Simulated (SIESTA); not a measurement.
Band structure of CuI (F-43m, 2 atoms in the cell).

```
CELL_PARAMETERS angstrom
      0.00000     3.02500     3.02500
      3.02500     0.00000     3.02500
      3.02500     3.02500     0.00000
ATOMIC_POSITIONS crystal
  Cu 0.00000 0.00000 0.00000
  I  0.25000 0.25000 0.25000
```

Computed with GGA PBE, numerical atomic orbitals DZP, PseudoDojo PBE standard norm-conserving potentials (rewritten from UPF to PSML) (SIESTA 5.4.2).

Settings: XC.functional = GGA; XC.authors = PBE; potentials = PseudoDojo PBE standard; PAO.BasisSize = DZP; PAO.EnergyShift = 0.01 Ry; MeshCutoff = 300 Ry; kgrid.MonkhorstPack = 5 5 5; OccupationFunction = FD; ElectronicTemperature = 116.05 K; MaxSCFIterations = 150; SCF.Mixer.Method = Broyden; SCF.Mixer.Weight = 0.2; SCF.Mixer.History = 6; SCF.DM.Tolerance = 1.0E-04.

The starting cell has typed, rounded lattice constants, without a prior relaxation at this level. Spin-orbit coupling is off. Values carry the incompleteness of an atom-centred basis.

Predict the gap along the standard path and the places of the band edges.

The gap along the path is 1.60 eV, direct at Γ to within 0.01 eV.

Levels in eV from the top of the valence band on the path, bands 10 to 14:
```
point     10     11     12     13    14
-----  -----  -----  -----  -----  ----
Γ      -1.80   0.00   0.00   0.00  1.60
X      -1.73  -1.63  -1.47  -1.47  2.92
W      -1.87  -1.66  -1.55  -1.22  4.87
K      -1.72  -1.67  -1.45  -1.22  3.39
L      -1.74  -1.70  -0.71  -0.71  2.68
U      -1.72  -1.67  -1.45  -1.22  3.39
```

Higher empty bands are left out: an atom-centred basis made for the valence describes them poorly.
